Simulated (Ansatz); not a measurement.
Partial pair distribution functions of a relaxed model of amorphous Ti20Al18C12, broadened by 0.06 Å; density 3.74 g/cm³. Computed with PBE, scalar-relativistic without spin-orbit coupling (plane waves to 420 eV, PAW; Ansatz, an electronic-structure program).

The cell was made by melting and quenching with the CHGNet potential and then relaxed with DFT. The hot cell started wider than the set density and was brought back towards it in steps. It is the lowest in DFT energy of 2 quenches. It is a model cell: composition and starting density were chosen by hand, and all elements were melted together. No dispersion term was used. Its density started from a set value of 3.76 and ended at 3.74 g/cm³. Cooling (nominally 300 K/ps over its main leg) ran many orders faster than in experiment, which tends to leave more defects and strain. Values belong to this one cell and scatter from quench to quench. Volume and shape were free in the relaxation. On a 2×2×2 Γ-centred mesh force components of up to 0.32 eV/Å stay, since the relaxation ran on one k-point at (1/4, 1/4, 1/4).

```tsv
r (Å)	g Ti-Ti	g Ti-Al	g Al-Al	g C-C
2.35	0.00	0.00	0.00	0.00
2.45	0.01	0.02	0.29	0.00
2.55	0.34	0.48	2.50	0.01
2.65	1.09	2.06	3.59	0.31
2.75	1.26	4.12	3.68	0.65
2.85	3.39	4.45	3.01	0.32
2.95	4.06	2.90	2.30	1.38
3.05	2.79	1.56	1.45	3.81
3.15	1.67	1.28	1.07	5.15
3.25	1.77	0.88	1.05	2.86
3.35	1.84	0.55	0.83	0.85
3.45	1.40	0.41	0.45	0.70
3.55	0.97	0.46	0.31	1.41
3.65	0.55	0.47	0.38	1.70
3.75	0.33	0.19	0.35	0.84
3.85	0.20	0.31	0.09	0.95
3.95	0.17	0.35	0.48	0.85
4.05	0.44	0.48	0.79	0.80
4.15	0.72	0.46	0.76	0.85
4.25	0.82	0.72	1.00	0.86
4.35	0.97	0.81	1.08	1.00
```

Within 3.86 Å each Ti has 7.40 Ti neighbours on average.
